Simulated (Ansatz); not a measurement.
InSe (P6₃/mmc, No. 194; cell taken from a computed entry) was calculated with LDA (plane waves, PAW; Ansatz, a program for electronic structure).

Settings: plane-wave cutoff 520 eV, 12×12×2 k mesh (along the axes of the cell as run), Fermi–Dirac smearing 0.01 eV, scalar-relativistic PAW data made under PBE.

Cell (relaxed with PBEsol):

```cif
data_In4Se4
_chemical_formula_sum 'In4 Se4'
_space_group_name_H-M_alt 'P63/mmc'
_space_group_IT_number 194
_space_group_name_Hall '-P 6c 2c'
_cell_length_a 4.00575
_cell_length_b 4.00575
_cell_length_c 16.99821
_cell_angle_alpha 90.000
_cell_angle_beta 90.000
_cell_angle_gamma 120.000
loop_
_atom_site_label
_atom_site_type_symbol
_atom_site_symmetry_multiplicity
_atom_site_Wyckoff_symbol
_atom_site_fract_x
_atom_site_fract_y
_atom_site_fract_z
_atom_site_occupancy
In1 In 4 f 0.33333 0.66667 0.16833 1
Se1 Se 4 f 0.66667 0.33333 0.09308 1
```

What does this level give for the band gap?


- band gap = 0.30 eV

Measured, for comparison: band gap 1.17 eV (temperature not stated, no zero-point or thermal correction; as tabulated in Kim et al. (2020), doi:10.1038/s41597-020-00723-8).

Note: cell and atoms aren't relaxed at this level (largest force component 0.15 eV/Å, pressure -1.6 GPa).

Spin–orbit coupling is not included.

The computed numbers hold no vibrational or temperature effects.

The result took about 90 core-seconds (a rough figure).
